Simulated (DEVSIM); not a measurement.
CdS/CdTe n-p heterojunction

Structure: CdS/CdTe n-p heterojunction, at 300 K.

```tsv
layer (left to right)	material	thickness (μm)	Nd (cm⁻³)	Na (cm⁻³)	τn (s)	τp (s)
1	CdS	0.0500	1e18	-	4.5e-9	4.5e-9
2	CdTe	0.180	-	5e17	1.4e-7	4.5e-9
```

Left contact: ohmic. Right contact: ohmic. Voltage is applied to the left contact. Recombination: SRH at mid-gap, radiative. Mobility is μmin + (μ − μmin)/(1 + (N/Nref)^α).

This is a model device: material constants are rounded textbook-type values typed into the input, and sizes, dopings and lifetimes were drawn at random. Values at 300 K.

```
parameter         CdS    CdTe
-------------  ------  ------
gap (eV)          2.4     1.5
affinity (eV)     4.3    4.28
permittivity        9    10.2
Nc (cm⁻³)      2.2e18    8e17
Nv (cm⁻³)      1.8e19  1.8e19
μn (cm²/Vs)       300    1000
μp (cm²/Vs)        25      80
μn,min             30     100
μp,min              3      10
Nref,n           1e17    1e17
Nref,p           1e17    1e17
αn                0.6     0.6
αp                0.6     0.6
B (cm³/s)       1e-10   1e-10
```

Model (solved in DEVSIM): 1D drift-diffusion, Boltzmann statistics, complete ionisation; no tunnelling, impact ionisation, image-force lowering or self-heating. Band offsets follow the typed affinities; no thermionic-emission limit at abrupt steps, no polarisation charge.

Potential step across the device at zero bias: 1.367 V
Largest field in the device at zero bias: 440000 V/cm
Dark forward voltage at 1 A/cm²: 1.119 V
Dark forward voltage at 100 A/cm²: 1.239 V

Dark forward current:

(V (V), J (A/cm²)): (-0.05, -9.7e-13); (-0.10, -3.9e-12); (-0.15, -1.2e-11); (-0.20, -3.4e-11); (-0.25, -9.3e-11); (-0.30, -2.5e-10); (-0.35, -6.7e-10); (-0.40, -1.8e-9); (-0.45, -4.8e-9); (-0.50, -1.3e-8); (-0.55, -3.4e-8); (-0.60, -9.0e-8); (-0.65, -2.4e-7); (-0.70, -6.9e-7); (-0.75, -2.2e-6); (-0.80, -8.4e-6); (-0.85, -4.1e-5); (-0.90, -0.00024); (-0.95, -0.0016); (-1.00, -0.011); (-1.05, -0.072); (-1.10, -0.49); (-1.15, -3.3); (-1.20, -23); (-1.25, -150); (-1.30, -1000); (-1.35, -6000)
